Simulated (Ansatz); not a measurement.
## InPd in the CsCl type structure (space group Pm-3m, No. 221)

```xyz
2
Lattice="3.2469 0.0000 0.0000 0.0000 3.2469 0.0000 0.0000 0.0000 3.2469" Properties=species:S:1:pos:R:3 pbc="T T T"
In     1.6235     1.6235     1.6235
Pd     0.0000     0.0000     0.0000
```

The values are results of Ansatz (a first-principles code), PBEsol, PAW, cutoff 420 eV, without spin-orbit coupling, not measurements. Γ-centred 14×14×14 mesh, Fermi–Dirac width 0.05 eV.

```json
{
  "volume_per_atom": "17.12 Å³",
  "density": "10.73 g/cm³",
  "band_gap": "zero",
  "total_energy": "-6216.560 eV/atom (σ→0; compares only within this code and set-up)"
}
```

No phonon test of stability was made. The final runs are not spin-polarised.
